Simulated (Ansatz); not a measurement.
Effect of pressure −2 GPa on CdO

Consider CdO in the rock salt structure (space group Fm-3m, No. 225; a = 4.7683 Å).

The change: hydrostatic tension (pressure −2 GPa).

Computed with PBE/PAW in Ansatz (a first-principles code), scalar-relativistic without spin-orbit coupling, earlier PAW set. k-mesh 12×12×12 (Γ-centred); smearing 0.05 eV (Fermi–Dirac).

The volume per atom grows by 0.23 Å³, from 13.55 Å³ to 13.78 Å³ and the density shrinks by 0.13 g/cm³ (7.87 g/cm³ → 7.74 g/cm³). The lattice parameter a increases by 2.63 pm to 479.5 pm and the shortest interatomic distance increases by 1.3 pm to 239.7 pm. The enthalpy H = E + PV relative to the base's energy is -0.17 eV/atom and the band gap is still zero.

The mesh was chosen for an insulator and is coarse for the gapless case. Load acts through the strain it causes; cell and atoms are relaxed under it. Whether these cells are dynamically stable was not tested. All final runs are without spin polarisation. The zero or small gap of CdO can change with the level of theory.
